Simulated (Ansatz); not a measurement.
Cu3N, pressure series

The reference is Cu3N (space group Pm-3m, No. 221).

```cif
data_Cu3N
_chemical_formula_sum 'Cu3 N1'
_space_group_name_H-M_alt 'P 1'
_space_group_IT_number 1
_cell_length_a 3.82686
_cell_length_b 3.82686
_cell_length_c 3.82686
_cell_angle_alpha 90.000
_cell_angle_beta 90.000
_cell_angle_gamma 90.000
loop_
_space_group_symop_operation_xyz
  'x, y, z'
loop_
_atom_site_label
_atom_site_type_symbol
_atom_site_fract_x
_atom_site_fract_y
_atom_site_fract_z
_atom_site_occupancy
Cu1 Cu 0.50000 0.00000 0.00000 1
Cu2 Cu 0.00000 0.50000 0.00000 1
Cu3 Cu 0.00000 0.00000 0.50000 1
N1 N 0.00000 0.00000 0.00000 1
```

Cell and atoms are relaxed at each pressure.

The values are results of Ansatz (a program for electronic structure) PBE, scalar-relativistic without spin-orbit coupling, not measurements.

```
case               band gap     density
-----------------  --------  ----------
base                0.22 eV  6.06 g/cm³
pressure −2 GPa     0.28 eV  5.96 g/cm³
pressure −1 GPa     0.25 eV  6.01 g/cm³
pressure 0.9 GPa    0.20 eV  6.11 g/cm³
pressure 9 GPa         zero  6.48 g/cm³
pressure 15 GPa        zero  6.71 g/cm³
pressure 22.5 GPa      zero  6.97 g/cm³
pressure 30 GPa        zero  7.20 g/cm³
```

The mesh was chosen for an insulator and is coarse for the gapless case. Load acts through the strain it causes; cell and atoms are relaxed under it. Stability against distortions was not tested. Competing high-pressure phases were not computed. All final runs are without spin polarisation. A zero or small gap of Cu3N can be the functional's error rather than a property of the material.
